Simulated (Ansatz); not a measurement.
Effect of biaxial strain −1.24 %, plane normal [001], relaxed out of plane on hypothetical P4/nmm Cr2C

Base system: Cr2C (space group P4/nmm, No. 129; a = 3.124 Å, c = 5.657 Å; ferromagnetic; a hypothetical phase, not in the database extracts checked). Axes: x, y, z lie along a, b, c of the conventional cell.

It is then changed as follows: compressive biaxial strain of 1.24 % in the plane normal to [001], as in epitaxy on a mismatched substrate; the out-of-plane cell vector and the atoms relax.

Computed with plane-wave PAW DFT at the PBE level (Ansatz, a program for electronic structure, 420 eV), no SOC. Settings: 15×15×8 k-points, 0.05 eV Fermi–Dirac smearing.

| quantity | base | changed | shift |
|---|---|---|---|
| volume per atom | 9.20 Å³ | 9.04 Å³ | -0.16 Å³ |
| space group | P4/nmm (No. 129) | P4/nmm (No. 129) | – |
| shortest interatomic distance | 2.046 Å | 2.055 Å | +0.0081 Å |
| pressure (mean of the normal stresses, compression positive) | 0.0 GPa | 4.0 GPa | +4.0 GPa |
| band gap | zero | zero | – |
| magnetic state | ferromagnetic | non-magnetic | – |
| largest site moment | 0.52 μB | 0.00 μB | -0.52 μB |
| out-of-plane strain (rough) | – | +0.76 % | – |
| mean in-plane stress (compression positive) (rough) | – | +6.0 GPa | – |

Final structure (turned so that z lies along the plane normal):

```
Cr2C
1.0
    3.08523     0.00000     0.00000
    0.00000     3.08523     0.00000
    0.00000     0.00000     5.69997
Cr C
4 2
Cartesian
  0.00000   0.00000   0.00000
  1.54261   1.54261   0.00000
  1.54261   0.00000   2.02718
  0.00000   1.54261   3.67279
  1.54261   0.00000   4.08170
  0.00000   1.54261   1.61827
```

Cost of the whole job for the changed cell (relaxation, final SCF and bands): about 7 core-minutes (a rough figure).

Other magnetic orders, which the real material may have, were not ruled out. Without a gap, meshes like the base's 15×15×8 leave anisotropic stresses uncertain by several tenths of a GPa, and small strain energies with them. Whether these cells are dynamically stable was not tested. Seeded moments were not kept for biaxial strain −1.24 %, plane normal [001], relaxed out of plane and the base.
